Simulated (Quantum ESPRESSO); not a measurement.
# A series of runs on Mg3ZrO4 (Pm-3m, 8 atoms in the cell)

```yaml
crystal:
  lattice:
    - [4.44884, 0.00000, 0.00000]
    - [0.00000, 4.44884, 0.00000]
    - [0.00000, 0.00000, 4.44884]
  atoms:
    - { symbol: Mg, position: [0.00000, 0.50000, 0.50000] }
    - { symbol: Mg, position: [0.50000, 0.00000, 0.50000] }
    - { symbol: Mg, position: [0.50000, 0.50000, 0.00000] }
    - { symbol: Zr, position: [0.00000, 0.00000, 0.00000] }
    - { symbol: O, position: [0.50000, 0.00000, 0.00000] }
    - { symbol: O, position: [0.00000, 0.50000, 0.00000] }
    - { symbol: O, position: [0.00000, 0.00000, 0.50000] }
    - { symbol: O, position: [0.50000, 0.50000, 0.50000] }
```

Base run A: PBEsol, PseudoDojo standard norm-conserving (PBESOL) pseudopotentials in Quantum ESPRESSO, self-consistent single point.

Its settings: ecutwfc = 85 Ry; occupations = smearing; smearing = marzari-vanderbilt; degauss = 0.019992 Ry; potentials = {Mg: Mg.upf, Zr: Zr.upf, O: O.upf}; K_POINTS = automatic 6 6 6 0 0 0; conv_thr = 1e-10 Ry; mixing_beta = 0.7.

The starting cell comes from a database of computed structures (which also holds hypothetical and non-ambient phases and stackings), without a prior relaxation at this level. In the base run, with a pressure of about -6 GPa the cell is away from its equilibrium volume at this level.

ΔF is the free energy per atom less that of run A. 

```json
[
 {"run": "A", "mixing_beta, mixing_mode": "0.7, default", "ΔF (meV/atom)": "0.00", "pressure (GPa)": "-5.88", "iterations": "12"},
 {"run": "B", "mixing_beta, mixing_mode": "0.2, plain", "ΔF (meV/atom)": "0.00", "pressure (GPa)": "-5.88", "iterations": "14"},
 {"run": "C", "mixing_beta, mixing_mode": "0.5, plain", "ΔF (meV/atom)": "0.00", "pressure (GPa)": "-5.88", "iterations": "12"},
 {"run": "D", "mixing_beta, mixing_mode": "0.2, TF", "ΔF (meV/atom)": "0.00", "pressure (GPa)": "-5.88", "iterations": "21"},
 {"run": "E", "mixing_beta, mixing_mode": "0.5, TF", "ΔF (meV/atom)": "0.00", "pressure (GPa)": "-5.88", "iterations": "14"},
 {"run": "F", "mixing_beta, mixing_mode": "0.2, local-TF", "ΔF (meV/atom)": "0.00", "pressure (GPa)": "-5.88", "iterations": "16"},
 {"run": "G", "mixing_beta, mixing_mode": "0.5, local-TF", "ΔF (meV/atom)": "0.00", "pressure (GPa)": "-5.88", "iterations": "13"}
]
```

Runs B, C, D, E, F, G reached the same state as A (within 1 meV/atom). The fewest iterations to that state were 12 (A, C); the most were 21.
